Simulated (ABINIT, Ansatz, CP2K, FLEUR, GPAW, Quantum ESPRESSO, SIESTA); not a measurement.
**HfH2 (P1, 3 atoms in the cell) computed with different codes at matched settings**

Self-consistent single point, at a second geometry (atoms moved at random). First geometry:

```
HfH2
1.0
   -1.73070     1.73070     2.14480
    1.73070    -1.73070     2.14480
    1.73070     1.73070    -2.14480
Hf H
1 2
Cartesian
  0.00000   0.00000   0.00000
  1.73070   0.00000   1.07240
  0.00000   1.73070   1.07240
```

Second geometry:
```yaml
crystal:
  lattice:
    - [-1.73070, 1.73070, 2.14480]
    - [1.73070, -1.73070, 2.14480]
    - [1.73070, 1.73070, -2.14480]
  atoms:
    - { symbol: Hf, position: [0.00941, 0.98087, 0.98349] }
    - { symbol: H, position: [0.25140, 0.75122, 0.50821] }
    - { symbol: H, position: [0.73920, 0.26791, 0.50830] }
```

Shared settings, as Ansatz (a quantum-chemistry and plane-wave program) writes them: kpoints.mp_grid.grid = 9 9 9; scf.occupations.method = gaussian; scf.occupations.width = 0.01 Ry. Potentials and cutoffs stand in the table.

```csv
code,model,ΔF from the first geometry (meV/atom),pressure (GPa),largest force (eV/Å),cutoff
Quantum ESPRESSO,"PBEsol, PseudoDojo standard norm-conserving (PBESOL) pseudopotentials",23.5,-0.38,1.042,75 Ry
SIESTA,"GGA PBEsol, numerical atomic orbitals DZP, PseudoDojo PBEsol standard norm-conserving potentials (rewritten from UPF to PSML)",24.2,-0.89,1.082,grid 400 Ry
FLEUR,"PBEsol, all-electron FLAPW (FLEUR), scalar-relativistic valence",–,–,1.048,Kmax 4.8 1/bohr
GPAW,"PBEsol, GPAW PAW datasets PBEsol (made by gpaw-setup)",24.5,0.38,1.089,800 eV
ABINIT,"PBEsol, PAW (JTH v2.0 PBE PAW, files made for PBE)",24.0,-0.50,1.066,30 Ha
Ansatz,"PBEsol, PAW files made with PBE",23.5,-0.59,1.045,default
CP2K,"PBEsol, GPW, DZVP-MOLOPT-SR-GTH basis, GTH-PBE potentials (GTH_POTENTIALS)",20.2,-3.83,0.894,grid 500 Ry
```

Size of the force on each atom (eV/Å): Sizes of forces hide their directions.

```csv
code,Hf1,H2,H3
Quantum ESPRESSO,1.042,0.447,0.662
SIESTA,1.082,0.461,0.689
FLEUR,1.048,0.450,0.664
GPAW,1.089,0.467,0.690
ABINIT,1.066,0.458,0.676
Ansatz,1.045,0.449,0.663
CP2K,0.894,0.388,0.575
```

A dash marks a value that a program does not give, or that is left out as unsure.

On Ansatz's run: spin-orbit coupling is off.

The spread over the programs that give each value: ΔF from the first geometry within 4.3 meV/atom; pressure within 4.21 GPa; largest force within 0.195 eV/Å.

SIESTA and CP2K use small atom-centred bases, whose incompleteness enters pressures, forces and empty levels differently from a plane-wave cutoff. FLEUR treats all electrons, but the usual bases taken here (sphere radii, linearisation, local orbitals, empty states) were not tested for convergence, so the values are no reference for the others. Ansatz's pressure is given at a fixed set of plane waves, as the other plane-wave codes print theirs; with its correction for the finite basis it is -0.41 GPa. In the pressure, CP2K (by 3.39) lies more than 1 GPa from the median of the plane-wave programs. In the force vectors, CP2K (by 0.162) lies more than 0.08 eV/Å from the median of the plane-wave programs.

The starting cell comes from a database of computed structures (which also holds hypothetical and non-ambient phases and stackings), without a prior relaxation at this level. For this run, on top of that: atoms moved at random.

Keys are those of Ansatz 0.2.
